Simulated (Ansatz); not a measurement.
# ZnGeP2: energy against strain

ZnGeP2 (chalcopyrite, I-42d, 20.503 Å³/atom and stress up to 0.01 GPa in the relaxed cell, c along z) under an equal strain ε in the (001) plane with the normal axis free, as in a coherent film. PBE in Ansatz, a plane-wave DFT program (PAW, default set), 420 eV, 9×9×9 Γ-centred mesh, Fermi-Dirac smearing 0.05 eV; ions are relaxed, or left where forces stay under 0.02 eV/Å, within the symmetry of each cell.

Here s stands for strain and y for E less E0.

| strain (%) | E less E0 (meV/atom) |
|---|---|
| -1.50 | 3.74 |
| -0.75 | 0.92 |
| 0.00 | 0.00 |
| 0.75 | 0.88 |
| 1.50 | 3.47 |
| 3.00 | ? |

**Question.** Fit y against s with a parabola, and predict the withheld value at s = 3.00.

**Answer.** Least squares gives y = -0.001 - 0.0773·s + 1.6025·s². Residuals (row less fit): 0.019, -0.038, 0.001, 0.038, -0.019; standard error 0.042 (degrees of freedom: 2). The quadratic coefficient over the volume, 1.6025 meV × 10⁴ × 0.1602 / 20.503 Å³, is the biaxial elastic modulus of this plane = 125 ± 2 GPa (± standard error of the fit, which holds the terms cut off). At the withheld row, y = -0.001 - 0.0773 × 3.00 + 1.6025 × 3.00² = 14.190 meV/atom. The calculation gives 13.36 meV/atom, 0.830 meV/atom below the prediction (6.2 % of the range of y in the table). The row lies outside the fitted rows, so this is an extrapolation. From the scatter of the fitted rows alone, a prediction at this place has a standard error of 0.174 meV/atom, so the miss is 4.8 times that.

A polynomial of degree 3 through the 8 other runs of the series gives 13.34 there, so most of the miss is curvature that the fit leaves out. Rows are the converged runs of the series near zero and its far end; series whose fitted rows scatter by over a few per cent of the range, as at a crossing or softening among them, aren't shown in this form, nor equations of state whose B0' disagrees with the runs' pressures. Most that stay on the fit to the last digits aren't either.
